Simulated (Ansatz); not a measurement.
## What 1 layer does to hypothetical CdI2 type BeI2

The parent structure is BeI$_{2}$ in the CdI2 type structure (space group P-3m1, No. 164; a = 3.833 Å, c = 6.667 Å; a hypothetical phase, not in the database extracts checked).

Perturbation: a free-standing slab of 1 layer (3 atoms, 3 a layer) is cut normal to the stacking axis, with 15 Å of vacuum and the in-plane cell relaxed.

The values are results of Ansatz (a program for electronic structure), r2SCAN+rVV10, PAW, cutoff 500 eV, no spin-orbit coupling, not measurements. k-mesh 10×10×1 (Γ-centred); smearing 0.05 eV (Fermi–Dirac), for the changed cell.

* **Layer's space group (with vacuum)**: P-3m1 (No. 164)
* **Shortest interatomic distance**: 2.682 Å (base 2.682 Å)
* **Band gap**: 2.88 eV (base 2.80 eV)
* **Gap character**: indirect, Γ–M (25 % along) → M
* **Smallest direct gap**: 3.39 eV (base 3.36 eV)
* **Excess energy per area of both faces (slab less bulk energy over the cell's area: twice a surface energy)**: 0.23 J/m²

Final structure:

```xyz
3
Lattice="3.8327 0.0000 0.0000 1.9163 3.3192 0.0000 0.0000 0.0000 18.0304" Properties=species:S:1:pos:R:3 pbc="T T T"
I      3.8327     2.2128     7.5000
Be     0.0000     0.0000     9.0152
I      1.9163     1.1064    10.5304
```

Cost of the whole job for the changed cell (relaxation, final SCF and bands): very roughly 50 core-seconds.

Slab and bulk use different k-meshes, which limits the precision of the excess energy. Spin-orbit coupling, missing from the scalar runs, can matter with I. Whether these cells are dynamically stable was not tested.
